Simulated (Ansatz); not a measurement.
Defect migration in ferroelectric LiNbO3: interstitial O, charge state -2. Method: PBE, PAW (plane waves to 420 eV; Ansatz, an electronic-structure program).

Settings: 120 host sites, the relaxed PBE lattice, the Γ point alone, smearing 0.01 eV, spin-restricted, no image-charge correction. Static, classical nuclei. The charge state is imposed; whether it is stable for some Fermi level was not computed. Sites that were not tried may lie lower.

Barriers: single points on a 2×2×2 k-point mesh shifted by half a step along c at the bands' geometries.

Relaxed starting cell (atoms counted from 1):

```
CELL_PARAMETERS angstrom
     10.38111     0.00000     0.00000
     -5.19055     8.99030     0.00000
      0.00000     0.00000    14.01469
ATOMIC_POSITIONS crystal
  Li 0.99064 0.99589 0.22446
  Li 0.00256 0.50769 0.21406
  Li 0.50711 0.01139 0.21974
  Li 0.49814 0.49885 0.21908
  Li 0.33425 0.16929 0.06056
  Li 0.32413 0.67214 0.06047
  Li 0.82955 0.17114 0.04869
  Li 0.83491 0.66605 0.05467
  Nb 0.16583 0.33411 0.16574
  Nb 0.17333 0.85865 0.17698
  Nb 0.65996 0.33024 0.16887
  Nb 0.66801 0.83380 0.16462
  Nb 0.32591 0.14972 0.31754
  Nb 0.33294 0.66776 0.33203
  Nb 0.83430 0.16927 0.33142
  Nb 0.83432 0.66684 0.33246
  O  0.01709 0.35414 0.10389
  O  0.02047 0.86420 0.10756
  O  0.51899 0.36128 0.10504
  O  0.52388 0.85167 0.09778
  O  0.33834 0.48370 0.10395
  O  0.32131 0.92316 0.07519
  O  0.82910 0.47356 0.10265
  O  0.83928 0.98308 0.10396
  O  0.00516 0.18927 0.27027
  O  0.00002 0.68402 0.26839
  O  0.53025 0.20536 0.28527
  O  0.50348 0.69050 0.26960
  O  0.14112 0.16775 0.09924
  O  0.12783 0.65247 0.10675
  O  0.62838 0.15468 0.10559
  O  0.64638 0.66266 0.10296
  O  0.18621 0.49756 0.26986
  O  0.14095 0.95885 0.29786
  O  0.68508 0.49967 0.26938
  O  0.68622 0.99732 0.26886
  O  0.30489 0.31021 0.27170
  O  0.31395 0.81837 0.26881
  O  0.81896 0.31778 0.26739
  O  0.80815 0.81431 0.27204
  Li 0.33197 0.16859 0.54071
  Li 0.33414 0.66639 0.55080
  Li 0.83280 0.16603 0.55101
  Li 0.83247 0.67015 0.55125
  Li 0.17279 0.32934 0.38341
  Li 0.15943 0.83369 0.39680
  Li 0.65708 0.33088 0.38869
  Li 0.66776 0.83267 0.38385
  Nb 0.99921 0.00047 0.49936
  Nb 0.99881 0.49900 0.49868
  Nb 0.50096 0.00097 0.49851
  Nb 0.49726 0.49752 0.49749
  Nb 0.16606 0.33327 0.66676
  Nb 0.16632 0.83399 0.66551
  Nb 0.66526 0.33330 0.66618
  Nb 0.66621 0.83455 0.66615
  O  0.35647 0.02539 0.43305
  O  0.35008 0.52537 0.43636
  O  0.85154 0.02246 0.43628
  O  0.84988 0.51928 0.43622
  O  0.16913 0.14234 0.43549
  O  0.16975 0.64906 0.43669
  O  0.67463 0.14820 0.43810
  O  0.66821 0.64579 0.43607
  O  0.33606 0.35660 0.60285
  O  0.33827 0.85830 0.60239
  O  0.83772 0.35789 0.60379
  O  0.83971 0.85850 0.60707
  O  0.47013 0.32839 0.43604
  O  0.47700 0.82938 0.43649
  O  0.97804 0.32868 0.43706
  O  0.96630 0.81995 0.44487
  O  0.01851 0.16073 0.60356
  O  0.01928 0.66305 0.60229
  O  0.51939 0.16318 0.60202
  O  0.52009 0.66321 0.60307
  O  0.14183 0.47977 0.60302
  O  0.14528 0.98139 0.60239
  O  0.64210 0.48044 0.60298
  O  0.64396 0.98272 0.60278
  Li 0.16584 0.33551 0.88500
  Li 0.16976 0.83572 0.88718
  Li 0.67294 0.33608 0.89002
  Li 0.66991 0.83915 0.88470
  Li 0.99481 0.99976 0.71899
  Li 0.99821 0.49773 0.71768
  Li 0.49996 0.99901 0.71828
  Li 0.49920 0.50069 0.71637
  Nb 0.33344 0.16729 0.83291
  Nb 0.33175 0.66527 0.83001
  Nb 0.83161 0.17029 0.83633
  Nb 0.83361 0.66702 0.83328
  Nb 0.00104 0.00154 0.99917
  Nb 0.00867 0.51182 0.00560
  Nb 0.49538 0.99722 0.99607
  Nb 0.50022 0.50227 0.99878
  O  0.18436 0.18748 0.77001
  O  0.18356 0.68520 0.76575
  O  0.68461 0.19200 0.77021
  O  0.68718 0.69062 0.77014
  O  0.00479 0.31389 0.77015
  O  0.00539 0.81411 0.76994
  O  0.50282 0.31477 0.76863
  O  0.50346 0.80995 0.76484
  O  0.17167 0.02317 0.93671
  O  0.17498 0.52920 0.93705
  O  0.67731 0.02473 0.93780
  O  0.67141 0.52331 0.93678
  O  0.30938 0.49008 0.76939
  O  0.30961 0.99556 0.76993
  O  0.80965 0.49612 0.77005
  O  0.80683 0.99716 0.77147
  O  0.35295 0.32972 0.93668
  O  0.36429 0.83261 0.91832
  O  0.85644 0.32941 0.93872
  O  0.85282 0.82941 0.93708
  O  0.47848 0.15030 0.93520
  O  0.47954 0.64714 0.93318
  O  0.98054 0.14859 0.93519
  O  0.97649 0.65023 0.93721
  O  0.31613 0.07966 0.18446
```
Cell charge -2.

End state 1 differs by these moves (Å; atoms that move under 0.08 Å are left out):

```json
[
 {"atom": "1", "element": "Li", "Δx": "0.15", "Δy": "-0.01", "Δz": "-0.11"},
 {"atom": "2", "element": "Li", "Δx": "-0.01", "Δy": "0.02", "Δz": "0.11"},
 {"atom": "3", "element": "Li", "Δx": "-0.06", "Δy": "-0.03", "Δz": "0.14"},
 {"atom": "6", "element": "Li", "Δx": "0.04", "Δy": "-0.11", "Δz": "-0.10"},
 {"atom": "10", "element": "Nb", "Δx": "0.20", "Δy": "-0.15", "Δz": "-0.37"},
 {"atom": "13", "element": "Nb", "Δx": "-0.02", "Δy": "0.17", "Δz": "0.21"},
 {"atom": "20", "element": "O", "Δx": "-0.10", "Δy": "0.02", "Δz": "0.06"},
 {"atom": "22", "element": "O", "Δx": "-0.33", "Δy": "-0.65", "Δz": "-0.81"},
 {"atom": "26", "element": "O", "Δx": "-0.01", "Δy": "0.12", "Δz": "0.01"},
 {"atom": "27", "element": "O", "Δx": "-0.15", "Δy": "-0.04", "Δz": "-0.10"},
 {"atom": "29", "element": "O", "Δx": "0.06", "Δy": "-0.05", "Δz": "0.06"},
 {"atom": "30", "element": "O", "Δx": "0.08", "Δy": "-0.14", "Δz": "0.17"},
 {"atom": "31", "element": "O", "Δx": "0.15", "Δy": "0.11", "Δz": "-0.05"},
 {"atom": "34", "element": "O", "Δx": "0.32", "Δy": "0.35", "Δz": "-0.41"},
 {"atom": "41", "element": "Li", "Δx": "0.00", "Δy": "0.04", "Δz": "0.16"},
 {"atom": "45", "element": "Li", "Δx": "-0.08", "Δy": "0.05", "Δz": "0.01"},
 {"atom": "46", "element": "Li", "Δx": "0.05", "Δy": "0.02", "Δz": "-0.32"},
 {"atom": "47", "element": "Li", "Δx": "0.05", "Δy": "0.04", "Δz": "-0.06"},
 {"atom": "69", "element": "O", "Δx": "0.06", "Δy": "-0.01", "Δz": "0.06"},
 {"atom": "72", "element": "O", "Δx": "0.05", "Δy": "0.10", "Δz": "-0.12"},
 {"atom": "82", "element": "Li", "Δx": "-0.04", "Δy": "-0.02", "Δz": "0.09"},
 {"atom": "84", "element": "Li", "Δx": "-0.11", "Δy": "0.04", "Δz": "0.13"},
 {"atom": "86", "element": "Li", "Δx": "0.01", "Δy": "-0.03", "Δz": "0.08"},
 {"atom": "91", "element": "Nb", "Δx": "-0.04", "Δy": "-0.10", "Δz": "0.04"},
 {"atom": "95", "element": "Nb", "Δx": "-0.20", "Δy": "-0.03", "Δz": "0.20"},
 {"atom": "104", "element": "O", "Δx": "0.01", "Δy": "-0.06", "Δz": "-0.19"},
 {"atom": "105", "element": "O", "Δx": "-0.08", "Δy": "0.03", "Δz": "-0.06"},
 {"atom": "106", "element": "O", "Δx": "-0.01", "Δy": "0.09", "Δz": "0.03"},
 {"atom": "107", "element": "O", "Δx": "-0.04", "Δy": "0.13", "Δz": "0.03"},
 {"atom": "114", "element": "O", "Δx": "0.41", "Δy": "0.12", "Δz": "-0.14"},
 {"atom": "115", "element": "O", "Δx": "-0.01", "Δy": "0.08", "Δz": "-0.04"},
 {"atom": "117", "element": "O", "Δx": "-0.08", "Δy": "-0.03", "Δz": "0.08"},
 {"atom": "121", "element": "O", "Δx": "0.89", "Δy": "-0.48", "Δz": "-0.75"}
]
```

**Question.** What forward and backward barriers to end state 1 does PBE, PAW give?

**Answer.** forward 0.62 eV, backward 0.62 eV; at the saddle point atom 121 has neighbours Li at 1.97, Li at 2.06; Nb at 1.94; O at 2.35, O at 2.45, O at 2.50 Å. The saddle point's order was not checked.
